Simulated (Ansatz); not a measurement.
The parent structure is ScAl in the CsCl type structure (space group Pm-3m, No. 221; a = 3.346 Å; a cell from a computed database, its experimental status unchecked; relaxed with 0.1 eV smearing).

Computed with PBEsol (Ansatz, a first-principles code), spin-orbit coupling left out.

For the base:

```
Item        Value
--------  -------
Pressure  0.0 GPa
Band gap     zero
```

Perturbation: an isotropic linear strain of +0.62 %; the atoms relax in the strained cell.

Question: How does this affect the pressure, energy relative to the base and band gap?

Answer: The pressure goes from zero to -1.4 GPa; the energy increases by 1.6 meV/atom; the band gap stays zero.

No phonon test of stability was made. The final runs are not spin-polarised.
